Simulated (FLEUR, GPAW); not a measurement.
A FLEUR input for a self-consistent single point of Hf2Ni (I4/mcm, 6 atoms in the cell) (DFT, PBEsol, all-electron FLAPW (FLEUR), scalar-relativistic valence):

Input of the input generator:

```
Hf2Ni crystal
&input film=f /
-3.1778700000 3.1778700000 2.6180400000
3.1778700000 -3.1778700000 2.6180400000
3.1778700000 3.1778700000 -2.6180400000
1.8897261246
1.0 1.0 1.0

6
72 0.8343900000 0.6656100000 0.5000000000
72 0.1656100000 0.3343900000 0.5000000000
72 0.6656100000 0.1656100000 0.8312200000
72 0.3343900000 0.8343900000 0.1687800000
28 0.7500000000 0.7500000000 0.0000000000
28 0.2500000000 0.2500000000 0.0000000000

&comp jspins=1 /
&exco xctyp='PBEs' /
&kpt div1=6 div2=6 div3=6 gamma=t /
&end /
```

```xml
<?xml version="1.0" encoding="UTF-8" standalone="no"?>
<fleurInput fleurInputVersion="0.39">
   <comment>
      Hf2Ni crystal                                                                                       
   </comment>
   <calculationSetup>
      <cutoffs Kmax="4.4" Gmax="15.4" GmaxXC="15.4" numbands="0"/>
      <scfLoop itmax="60" minDistance="0.00001" maxIterBroyd="15" imix="Anderson" alpha="0.05" precondParam="0.0" spinf="2.0"/>
      <coreElectrons ctail="T" frcor="F" kcrel="0" coretail_lmax="0"/>
      <xcFunctional name="PBEs" relativisticCorrections="F"/>
      <magnetism jspins="1"/>
      <soc l_soc="F" theta="0.0" phi="0.0" spav="F"/>
      <expertModes spex="0" secvar="F"/>
      <geometryOptimization l_f="T" forcealpha="1.0" forcemix="BFGS" epsdisp="0.00001" epsforce="0.00001"/>
      <ldaU l_linMix="F" mixParam="0.05" spinf="1.0"/>
   </calculationSetup>
   <cell>
      <bzIntegration valenceElectrons="136.0" mode="hist" fermiSmearingEnergy="0.00367493">
         <kPointListSelection listName="default-1"/>
         <!-- k-points included here -->
         <xi:include xmlns:xi="http://www.w3.org/2001/XInclude" href="kpts.xml"> </xi:include>
      </bzIntegration>
      <!-- symmetry operations included here -->
      <xi:include xmlns:xi="http://www.w3.org/2001/XInclude" href="sym.xml"> </xi:include>
      <bulkLattice scale="1.0">
         <bravaisMatrix>
            <row-1>   -6.0053039595826014     6.0053039595826014     4.9473785832477839</row-1>
            <row-2>    6.0053039595826014    -6.0053039595826014     4.9473785832477839</row-2>
            <row-3>    6.0053039595826014     6.0053039595826014    -4.9473785832477839</row-3>
         </bravaisMatrix>
      </bulkLattice>
   </cell>
   <atomSpecies>
      <species name="Hafnium (Hf)" element="Hf" atomicNumber="72">
         <mtSphere radius="2.42" gridPoints="853" logIncrement="0.016"/>
         <atomicCutoffs lmax="10" lnonsphr="8"/>
         <electronConfig flipSpins="F">
            <coreConfig>(1s1/2) (2s1/2) (2p1/2) (2p3/2) (3s1/2) (3p1/2) (3p3/2) (4s1/2) (3d3/2) (3d5/2) (4p1/2) (4p3/2) (4d3/2) (4d5/2)</coreConfig>
            <valenceConfig>(5s1/2) (5p1/2) (5p3/2) (6s1/2) (4f5/2) (4f7/2) (5d3/2) (5d5/2)</valenceConfig>
            <stateOccupation state="(5d3/2)" spinUp="0.4" spinDown="0.4"/>
            <stateOccupation state="(5d5/2)" spinUp="0.6" spinDown="0.6"/>
         </electronConfig>
         <energyParameters s="6" p="6" d="5" f="5"/>
         <lo type="SCLO" l="0" n="5" eDeriv="0"/>
         <lo type="SCLO" l="1" n="5" eDeriv="0"/>
         <lo type="SCLO" l="3" n="4" eDeriv="0"/>
      </species>
      <species name="Nickel (Ni)" element="Ni" atomicNumber="28">
         <mtSphere radius="2.26" gridPoints="797" logIncrement="0.015"/>
         <atomicCutoffs lmax="10" lnonsphr="8"/>
         <electronConfig flipSpins="F">
            <coreConfig>(1s1/2) (2s1/2) (2p1/2) (2p3/2) (3s1/2)</coreConfig>
            <valenceConfig>(3p1/2) (3p3/2) (4s1/2) (3d3/2) (3d5/2)</valenceConfig>
            <stateOccupation state="(3d3/2)" spinUp="1.6" spinDown="1.6"/>
            <stateOccupation state="(3d5/2)" spinUp="2.4" spinDown="2.4"/>
         </electronConfig>
         <energyParameters s="4" p="4" d="3" f="4"/>
         <lo type="SCLO" l="1" n="3" eDeriv="0"/>
      </species>
   </atomSpecies>
   <atomGroups>
      <atomGroup species="Hafnium (Hf)">
         <relPos label="                   1">-.1656100000 -.3343900000 1.000/2.000</relPos>
         <relPos label="                   2">.1656100000 .3343900000 1.000/2.000</relPos>
         <relPos label="                   3">-.3343900000 .1656100000 -.1687800000</relPos>
         <relPos label="                   4">.3343900000 -.1656100000 .1687800000</relPos>
         <force calculate="T" relaxXYZ="TTT"/>
      </atomGroup>
      <atomGroup species="Nickel (Ni)">
         <relPos label="                   5">-1.000/4.000 -1.000/4.000 .0000000000</relPos>
         <relPos label="                   6">1.000/4.000 1.000/4.000 .0000000000</relPos>
         <force calculate="T" relaxXYZ="TTT"/>
      </atomGroup>
   </atomGroups>
   <output dos="F" band="F" slice="F">
      <checks vchk="F" cdinf="F"/>
      <bandDOS minEnergy="-.5*Htr" maxEnergy="0.5*Htr" sigma="0.015" storeEVData="T"/>
      <vacuumDOS vacdos="F" integ="F" star="F" nstars="0" locx1="0.0" locy1="0.0" locx2="0.0" locy2="0.0" nstm="0" tworkf="0.0"/>
      <unfoldingBand unfoldBand="F" supercellX="1" supercellY="1" supercellZ="1"/>
      <plotting iplot="0" polar="F">
         <plot TwoD="T" vec1="  1.0  0.0  0.0" vec2="  0.0  1.0  0.0" vec3="  0.0  0.0  1.0" zero="  0.0  0.0  0.0" file="plot"/>
      </plotting>
      <chargeDensitySlicing numkpt="0" minEigenval="0.0" maxEigenval="0.0" nnne="0" pallst="F"/>
      <specialOutput eonly="F"/>
      <magneticCircularDichroism mcd="F" energyLo="-10.0" energyUp="0.0"/>
   </output>
  <!-- We include the file relax.xml here to enable relaxations (see documentation) -->
  <xi:include xmlns:xi="http://www.w3.org/2001/XInclude" href="relax.xml"> <xi:fallback/> </xi:include>
</fleurInput>
```

Problem. Give the GPAW input for the same structure, mesh, smearing and functional.

Solution. One input that does it (others would too):

```python
from ase import Atoms
from ase.units import GPa
from gpaw import GPAW, PW, FermiDirac

atoms = Atoms(['Hf', 'Hf', 'Hf', 'Hf', 'Ni', 'Ni'],
              cell=[[-3.177870, 3.177870, 2.618040],
                    [3.177870, -3.177870, 2.618040],
                    [3.177870, 3.177870, -2.618040]],
              scaled_positions=[[0.834390, 0.665610, 0.500000],
                                [0.165610, 0.334390, 0.500000],
                                [0.665610, 0.165610, 0.831220],
                                [0.334390, 0.834390, 0.168780],
                                [0.750000, 0.750000, 0.000000],
                                [0.250000, 0.250000, 0.000000]],
              pbc=True)

calc = GPAW(mode=PW(850),
            xc='PBEsol',
            kpts={'size': (6, 6, 6), 'gamma': True},
            occupations=FermiDirac(0.1),
            nbands=-14,
            convergence={'density': 1e-05},
            symmetry={'symmorphic': False, 'tolerance': 0.0005},
            maxiter=100)

atoms.calc = calc

energy = atoms.get_potential_energy()
print('Energy (eV):', round(energy, 6))
forces = atoms.get_forces()
print('Forces (eV/Ang):')
print(forces.round(5))
stress = atoms.get_stress()
print('Stress (GPa, Voigt):', (stress / GPa).round(4))
```

Basis, cutoffs, solver keys and any potentials are the target program's own. This input uses DFT PBEsol, plane waves, GPAW PAW datasets PBEsol (made by gpaw-setup).

The starting cell comes from a database of computed structures (which also holds hypothetical and non-ambient phases and stackings), without a prior relaxation at this level.
